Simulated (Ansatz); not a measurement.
Thermal properties of BP in the zinc blende structure at 300 K from quasi-harmonic approximation in Ansatz (plane waves, PAW), for several functionals and conditions. The first row is the reference, at zero pressure. Dynamical quadrupoles are not included in the interpolation of the phonons between the solved wave vectors.

```tsv
run	q mesh / k mesh	V (Å³/atom)	α_L (10⁻⁶/K)	bulk modulus B_T (GPa)	γ	C_P (J/mol/K)
LDA	6×6×6 / 12×12×12	11.43	2.9	171	0.71	29.2
LDA, coarser phonon mesh (4×4×4)	4×4×4 / 12×12×12	11.42	2.9	171	0.70	29.2
PBE	6×6×6 / 12×12×12	11.88	3.3	157	0.74	30.0
LDA, pressure 15 GPa	6×6×6 / 12×12×12	10.59	1.8	225	0.58	27.3
LDA, pressure 30 GPa	6×6×6 / 12×12×12	9.97	___	___	0.47	25.9
LDA, pressure 5 GPa	6×6×6 / 12×12×12	11.11	2.5	190	0.66	28.5
```

Question: What belongs in the gaps?

Answer: 
- LDA, pressure 30 GPa, α_L (10⁻⁶/K): 1.2
- LDA, pressure 30 GPa, bulk modulus B_T (GPa): 276

The crystal is held in this phase throughout; melting and phase transitions are not modelled.

Ansatz is a first-principles code.
